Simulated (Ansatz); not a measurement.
**A computed series for Si: pressure series**

Start from Si in the diamond structure (space group Fd-3m, No. 227; a = 5.4443 Å).

Cell and atoms are relaxed at each pressure.

Levels (all Ansatz, an electronic-structure program, PAW): r2SCAN (500 eV, no spin-orbit coupling); HSE06 (420 eV, scalar-relativistic without spin-orbit coupling).

Band gaps by level, all at the geometries relaxed with r2SCAN:

```csv
case,r2SCAN,HSE06
base,0.78 eV,1.14 eV
pressure −2 GPa,0.81 eV,1.18 eV
pressure −1 GPa,0.79 eV,1.16 eV
pressure 0.7 GPa,0.76 eV,1.13 eV
pressure 1.5 GPa,0.75 eV,1.11 eV
pressure 5 GPa,0.69 eV,1.05 eV
pressure 7.5 GPa,0.65 eV,1.01 eV
pressure 10 GPa,0.61 eV,0.97 eV
```

Single points use the geometry relaxed with r2SCAN. HSE06 was sampled on its mesh, a few special points and the semilocal edge points, so its gap is an upper bound. Load acts through the strain it causes; cell and atoms are relaxed under it. Whether these cells are dynamically stable was not tested. Tetrahedral semiconductors of this kind turn to denser phases somewhere between about 1 and 50 GPa; those were not computed, so compressed cells here can lie past the real transition.
